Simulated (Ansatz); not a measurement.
TiB2 (P6/mmm), PBE, DFPT electron-phonon coupling, linearised Boltzmann equation run with Ansatz (a first-principles code). Condition of this run: functional PBE, cell relaxed with it. Phonon-limited resistivity 6.21 μΩ·cm at 300 K along y (a = (3.03, 0.00, 0.00) Å; b = (-1.52, 2.63, 0.00) Å; c = (0.00, 0.00, 3.22) Å), 9.75 μΩ·cm at 400 K.

Task: Estimate the electronic thermal conductivity at 300 K by the Wiedemann-Franz law (L₀ = 2.44×10⁻⁸ W·Ω/K²).

Result: L₀T/ρ = 2.44×10⁻⁸ × 300/(6.21×10⁻⁸) = 118 W/(m·K). Inelastic scattering puts the true Lorenz number somewhat under L₀ near and below the Debye temperature.

Task: What is the classical skin depth at 1 GHz (nonmagnetic, μ₀ = 1.257×10⁻⁶ H/m)?

Result: δ = √(ρ/(π f μ₀)) = 3970 nm.

Task: What temperature coefficient of resistance follows, and how does it compare with 1/T?

Result: (ρ₄₀₀ − ρ₃₀₀)/(100 K × ρ₃₀₀) = 5.70×10⁻³ K⁻¹, against 1/T = 3.33×10⁻³ K⁻¹ for a resistivity proportional to T. It lies higher because phonons are still being populated at 300 K; impurities would add a constant and lower it.

A metal at this level (no band gap). Only scattering by harmonic phonons is included (no impurities, grain boundaries, electron-electron scattering or thermal expansion). Spin-orbit coupling is left out. Halving the electron mesh (32x32x28) moves the resistivity by up to 9 % at 300 K. Smearing 0.20 eV; phonons on a 5x5x4 q mesh, which this run doesn't test.
